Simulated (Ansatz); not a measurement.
# Converging the k-point mesh: BaCuTeF (P4mm, 8 atoms in the cell)

```
CELL_PARAMETERS angstrom
      4.42657     0.00000     0.00000
      0.00000     4.42657     0.00000
      0.00000     0.00000     9.47902
ATOMIC_POSITIONS crystal
  Ba 0.00000 0.50000 0.66410
  Ba 0.50000 0.00000 0.34117
  Cu 0.00000 0.00000 0.00000
  Cu 0.50000 0.50000 0.00000
  Te 0.50000 0.00000 0.84088
  Te 0.00000 0.50000 0.15912
  F  0.50000 0.50000 0.50000
  F  0.00000 0.00000 0.50000
```

Computed with PBEsol, default PAW files made with PBE (plane waves; Ansatz, an electronic-structure program).

Base settings: basis.ecutwfc = 30.9 Ry; kpoints.mp_grid.grid = 6 6 3; hamiltonian.xc = pbesol; hamiltonian.pseudopotentials = {kind: paw} (the program's default PAW files); scf.occupations.method = fermi_dirac; scf.occupations.width = 0.0007 Ry.

The second cell is the first with its lattice scaled by 0.98.

Only quantities that move along the ladder and can be compared are tabulated.

The count of work is k-points × plane waves × bands × iterations; it is no time. Core times come from one kind of shared machine, to one figure; runs under 30 s give none.

The starting cell comes from a database of computed structures (which also holds hypothetical and non-ambient phases and stackings), without a prior relaxation at this level. Its lattice was rescaled by up to half a per cent. One atom was moved a little off its site on purpose. Spin-orbit coupling is off. Ansatz's pressure includes its estimate of the finite-basis (Pulay) stress.

```tsv
kpoints.mp_grid.grid	free energy less the last step's (meV/atom)	energy of the compressed cell less the first (meV/atom)	pressure (GPa)	largest difference of a force vector from the last step's (eV/Å)	gap on the mesh (eV)	count of work / last	core time / last (rough)
2 2 1	97.82	-5.24	-2.27	0.605	0.843	0.013	–
3 3 1	19.92	-10.11	-2.80	0.153	0.866	0.012	–
3 3 2	23.46	-9.21	-2.70	0.145	0.861	0.024	–
4 4 2	5.99	-10.35	-2.83	0.055	0.871	0.047	–
5 5 3	1.81	-10.65	-2.86	0.020	0.875	0.053	–
6 6 3	0.60	-10.75	-2.87	0.007	0.876	0.089	0.1
7 7 3	0.22	-10.78	-2.87	0.003	0.876	0.089	0.1
7 7 4	0.21	-10.77	-2.87	0.003	0.876	0.13	0.2
8 8 4	0.08	-10.79	-2.88	0.001	0.877	0.20	0.2
9 9 4	0.03	-10.80	-2.88	0.000	0.877	0.20	0.2
10 10 5	0.02	-10.80	-2.88	0.000	0.877	0.28	0.3
11 11 5	0.00	-10.80	-2.88	0.000	0.877	0.28	0.3
12 12 6	0.00	-10.80	-2.88	0.000	0.877	0.50	0.6
13 13 6	0.01	-10.81	-2.88	0.000	0.877	0.50	0.6
15 15 7	0.01	-10.81	-2.88	0.000	0.877	0.64	0.8
16 16 8	0.00	-10.80	-2.88	0.000	0.877	1.0	1
```

Coarsest kpoints.mp_grid.grid that holds the forces within 0.01 eV/Å of the last step, with all finer ones: 6 6 3, at 0.089 of the last step's count of work and about 0.1 of the last step's time; the step before is off by 0.020 eV/Å.

Coarsest kpoints.mp_grid.grid that holds the pressure within 0.5 GPa of the last step, with all finer ones: 3 3 1, at 0.012 of the last step's count of work; the step before is off by 0.61 GPa.

Coarsest kpoints.mp_grid.grid that holds the energy of the compressed cell less the first within 0.5 meV/atom of the last step, with all finer ones: 4 4 2, at 0.047 of the last step's count of work; the step before is off by 1.6 meV/atom.

The energy difference between the two cells stays within 1 meV/atom of the last step's from 4 4 2 on, the total only from 6 6 3 on: much of the error is common to both cells and cancels.

Keys are those of Ansatz 0.2.
